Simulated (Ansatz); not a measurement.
**tetragonal MoSi2 (0 0 1) on zinc-blende CdTe (0 0 1) (film strained to the substrate, started from cuts of the bulks and a machine-learned relaxation; slabs Cd4Te4 and Mo6Si16, which can lie off the formulas)**

A periodic stack without vacuum, tetragonal MoSi2 (0 0 1) on zinc-blende CdTe (0 0 1) (film strained to the substrate, started from cuts of the bulks and a machine-learned relaxation; slabs Cd4Te4 and Mo6Si16, which can lie off the formulas): substrate slab Cd4Te4, film Mo6Si16, surface cells [[1, 0], [1, 1]] and [[-1, 1], [-1, -1]], film strained by +2.9 and +2.9 %, outermost planes Te/Cd and Si/Si as cut, which need not be the usual terminations and can put a slab off its formula.

The start was prepared with a machine-learned potential, and the result is one local minimum, with the in-plane cell held and forces under 0.04 eV/Å; the film can end far from its bulk form.

These are PBE (plane waves to 420 eV, PAW; Ansatz, a first-principles code) values and carry that method's errors. No spin–orbit coupling; the runs are not spin-polarised. Its k-point mesh 7×7×1, Fermi–Dirac width 0.05 eV.

- interface area: 21.9 Å²
- period: 28.83 Å
- heights between the nearest atoms of the two slabs at the two interfaces: 1.85 and 2.39 Å
- Cd–Si contacts across the interfaces within 1.22 times the sum of covalent radii: 2, mean 2.74 Å
- Si–Te contacts across the interfaces within 1.22 times the sum of covalent radii: 1, mean 2.54 Å
- estimate of the barrier: withheld, since the two interfaces are unlike

```yaml
crystal:
  lattice:
    - [4.68035, -0.00068, 0.08240]
    - [-0.00091, 4.68015, 0.09164]
    - [-1.43894, 2.90823, 28.87118]
  atoms:
    - { symbol: Cd, position: [0.35618, 0.86959, 0.21108] }
    - { symbol: Cd, position: [0.90026, 0.49871, 0.09427] }
    - { symbol: Cd, position: [0.40754, 0.69540, 0.44457] }
    - { symbol: Cd, position: [0.88865, 0.28851, 0.32586] }
    - { symbol: Te, position: [0.38569, 0.41317, 0.15368] }
    - { symbol: Te, position: [0.67080, 0.02412, 0.04880] }
    - { symbol: Te, position: [0.39922, 0.24229, 0.38387] }
    - { symbol: Te, position: [0.87076, 0.83083, 0.26840] }
    - { symbol: Mo, position: [0.72315, 0.73062, 0.73734] }
    - { symbol: Mo, position: [0.22228, 0.23048, 0.73737] }
    - { symbol: Si, position: [0.76522, 0.39166, 0.50945] }
    - { symbol: Si, position: [0.07690, 0.91221, 0.50870] }
    - { symbol: Si, position: [0.67950, 0.86115, 0.55934] }
    - { symbol: Si, position: [0.19283, 0.36468, 0.55872] }
    - { symbol: Mo, position: [0.69788, 0.33066, 0.60167] }
    - { symbol: Mo, position: [0.19297, 0.83300, 0.60116] }
    - { symbol: Si, position: [0.70214, 0.79698, 0.64701] }
    - { symbol: Si, position: [0.20647, 0.29852, 0.64684] }
    - { symbol: Si, position: [0.71364, 0.26383, 0.69269] }
    - { symbol: Si, position: [0.21361, 0.76415, 0.69242] }
    - { symbol: Si, position: [0.73182, 0.19721, 0.78237] }
    - { symbol: Si, position: [0.23115, 0.69812, 0.78140] }
    - { symbol: Si, position: [0.74181, 0.66304, 0.82750] }
    - { symbol: Si, position: [0.23950, 0.16484, 0.82761] }
    - { symbol: Mo, position: [0.74551, 0.12453, 0.87526] }
    - { symbol: Mo, position: [0.25219, 0.63331, 0.87102] }
    - { symbol: Si, position: [0.77222, 0.57970, 0.91592] }
    - { symbol: Si, position: [0.23594, 0.11285, 0.91609] }
    - { symbol: Si, position: [0.60897, 0.90700, 0.96588] }
    - { symbol: Si, position: [0.23711, 0.53788, 0.96233] }
```
